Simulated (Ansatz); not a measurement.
Base system: BeS in the zinc blende structure (space group F-43m, No. 216; a = 4.869 Å).

The change: a hydrostatic pressure of 18 GPa.

The values are results of r2SCAN in Ansatz (plane waves to 500 eV, PAW, no SOC), not measurements.

Base, band edges from the VBM (valence, conduction): X -2.68, 3.59; W -3.36, 6.94; L -1.04, 6.03; Γ 0.00, 6.23; K -2.22, 4.85; U -2.22, 4.85 eV.

Problem. Give the band edges at the high-symmetry points of the new zone, measured from its valence-band maximum.

Solution. 
```
point  valence edge (eV)  conduction edge (eV)
-----  -----------------  --------------------
Γ                   0.00                  6.10
X                  -3.22                  3.23
U                  -2.68                  4.64
K                  -2.68                  4.64
L                  -1.26                  6.54
W                  -4.10                  7.05
```

The gap is 3.23 eV, indirect, Γ → X.

Load acts through the strain it causes; cell and atoms are relaxed under it. No phonon test of stability was made. No other phases were tried under pressure.

Ansatz is a program for electronic structure.
